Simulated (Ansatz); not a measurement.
Start from C in the diamond structure (space group Fd-3m, No. 227; a = 3.5603 Å).

The values are results of Kohn–Sham DFT with the r2SCAN functional, run in Ansatz (a quantum-chemistry and plane-wave program) with PAW and 500 eV plane waves, scalar-relativistic without spin-orbit coupling, not measurements.

Strains are applied to the cell and any free atomic positions relax.

One change was made to it. Results:

| quantity | base | after |
|---|---|---|
| energy relative to the base (free energy F) | 0 meV/atom | +15 meV/atom |
| band gap | 4.36 eV | 4.26 eV |

### Question
Name the change that was made.
A. isotropic strain +1.50 %
B. isotropic strain +2.00 %
C. isotropic strain +2.50 %

### Answer
A, isotropic strain +1.50 %. For comparison, the energy relative to the base in the other runs: isotropic strain +2.00 % gives +27 meV/atom; isotropic strain +2.50 % gives +42 meV/atom.

Whether these cells are dynamically stable was not tested.
